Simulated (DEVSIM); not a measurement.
Device: Schottky contact on n-type Si, at 300 K.

```csv
layer (left to right),material,thickness (μm),Nd (cm⁻³),τn (s),τp (s)
1,Si,0.640,2.5e16,4.6e-5,1.4e-6
2,Si,8.00,2e18,4.6e-5,4.6e-5
```

Left contact: Schottky, work function 4.93 eV, emission velocity 7.2e6 cm/s. Right contact: ohmic. Voltage is applied to the left contact. Recombination: SRH at mid-gap, radiative. Mobility is μmin + (μ − μmin)/(1 + (N/Nref)^α).

The device is made up for the run: typed textbook-type constants, with dimensions and the other settings drawn at random. Values at 300 K.

| parameter | Si |
|---|---|
| gap (eV) | 1.124 |
| affinity (eV) | 4.05 |
| permittivity | 11.7 |
| Nc (cm⁻³) | 2.86e19 |
| Nv (cm⁻³) | 3.1e19 |
| μn (cm²/Vs) | 1417 |
| μp (cm²/Vs) | 470 |
| μn,min | 52 |
| μp,min | 45 |
| Nref,n | 9.7e16 |
| Nref,p | 2.2e17 |
| αn | 0.68 |
| αp | 0.72 |
| B (cm³/s) | 4.7e-15 |

Simulated with DEVSIM: 1D drift-diffusion, Boltzmann statistics, complete ionisation; no tunnelling, impact ionisation, image-force lowering or self-heating. Metal contacts follow the ideal Schottky-Mott rule: no Fermi-level pinning, no interface dipoles.

Question: Tabulate band edges, carrier densities and field at zero bias.

Answer: Energies count from the Fermi level of the right contact; mesh points crowd at the junctions.

```json
[
 {"x (μm)": "0.000", "Ec (eV)": "0.880", "Ev (eV)": "-0.244", "n (cm⁻³)": "47000", "p (cm⁻³)": "2.5e15", "field (V/cm)": "-72000"},
 {"x (μm)": "0.02338", "Ec (eV)": "0.722", "Ev (eV)": "-0.402", "n (cm⁻³)": "2.1e7", "p (cm⁻³)": "5.5e12", "field (V/cm)": "-63000"},
 {"x (μm)": "0.06774", "Ec (eV)": "0.480", "Ev (eV)": "-0.644", "n (cm⁻³)": "2.4e11", "p (cm⁻³)": "4.8e8", "field (V/cm)": "-46000"},
 {"x (μm)": "0.1520", "Ec (eV)": "0.230", "Ev (eV)": "-0.894", "n (cm⁻³)": "3.9e15", "p (cm⁻³)": "29000", "field (V/cm)": "-14000"},
 {"x (μm)": "0.3794", "Ec (eV)": "0.182", "Ev (eV)": "-0.942", "n (cm⁻³)": "2.5e16", "p (cm⁻³)": "4700", "field (V/cm)": "≈ 0"},
 {"x (μm)": "0.5150", "Ec (eV)": "0.182", "Ev (eV)": "-0.942", "n (cm⁻³)": "2.5e16", "p (cm⁻³)": "4600", "field (V/cm)": "-160"},
 {"x (μm)": "0.5865", "Ec (eV)": "0.175", "Ev (eV)": "-0.949", "n (cm⁻³)": "3.3e16", "p (cm⁻³)": "3600", "field (V/cm)": "-2800"},
 {"x (μm)": "0.6326", "Ec (eV)": "0.127", "Ev (eV)": "-0.997", "n (cm⁻³)": "2.1e17", "p (cm⁻³)": "560", "field (V/cm)": "-32000"},
 {"x (μm)": "0.6521", "Ec (eV)": "0.069", "Ev (eV)": "-1.055", "n (cm⁻³)": "2.0e18", "p (cm⁻³)": "< 1e2", "field (V/cm)": "-1400"},
 {"x (μm)": "0.6881", "Ec (eV)": "0.069", "Ev (eV)": "-1.055", "n (cm⁻³)": "2.0e18", "p (cm⁻³)": "< 1e2", "field (V/cm)": "≈ 0"},
 {"x (μm)": "0.7598", "Ec (eV)": "0.069", "Ev (eV)": "-1.055", "n (cm⁻³)": "2.0e18", "p (cm⁻³)": "< 1e2", "field (V/cm)": "≈ 0"},
 {"x (μm)": "0.9819", "Ec (eV)": "0.069", "Ev (eV)": "-1.055", "n (cm⁻³)": "2.0e18", "p (cm⁻³)": "< 1e2", "field (V/cm)": "≈ 0"},
 {"x (μm)": "1.345", "Ec (eV)": "0.069", "Ev (eV)": "-1.055", "n (cm⁻³)": "2.0e18", "p (cm⁻³)": "< 1e2", "field (V/cm)": "≈ 0"},
 {"x (μm)": "2.070", "Ec (eV)": "0.069", "Ev (eV)": "-1.055", "n (cm⁻³)": "2.0e18", "p (cm⁻³)": "< 1e2", "field (V/cm)": "≈ 0"},
 {"x (μm)": "4.166", "Ec (eV)": "0.069", "Ev (eV)": "-1.055", "n (cm⁻³)": "2.0e18", "p (cm⁻³)": "< 1e2", "field (V/cm)": "≈ 0"},
 {"x (μm)": "6.289", "Ec (eV)": "0.069", "Ev (eV)": "-1.055", "n (cm⁻³)": "2.0e18", "p (cm⁻³)": "< 1e2", "field (V/cm)": "≈ 0"},
 {"x (μm)": "7.473", "Ec (eV)": "0.069", "Ev (eV)": "-1.055", "n (cm⁻³)": "2.0e18", "p (cm⁻³)": "< 1e2", "field (V/cm)": "≈ 0"},
 {"x (μm)": "8.066", "Ec (eV)": "0.069", "Ev (eV)": "-1.055", "n (cm⁻³)": "2.0e18", "p (cm⁻³)": "< 1e2", "field (V/cm)": "≈ 0"},
 {"x (μm)": "8.429", "Ec (eV)": "0.069", "Ev (eV)": "-1.055", "n (cm⁻³)": "2.0e18", "p (cm⁻³)": "< 1e2", "field (V/cm)": "≈ 0"},
 {"x (μm)": "8.546", "Ec (eV)": "0.069", "Ev (eV)": "-1.055", "n (cm⁻³)": "2.0e18", "p (cm⁻³)": "< 1e2", "field (V/cm)": "≈ 0"},
 {"x (μm)": "8.605", "Ec (eV)": "0.069", "Ev (eV)": "-1.055", "n (cm⁻³)": "2.0e18", "p (cm⁻³)": "< 1e2", "field (V/cm)": "≈ 0"},
 {"x (μm)": "8.640", "Ec (eV)": "0.069", "Ev (eV)": "-1.055", "n (cm⁻³)": "2.0e18", "p (cm⁻³)": "< 1e2", "field (V/cm)": "≈ 0"}
]
```
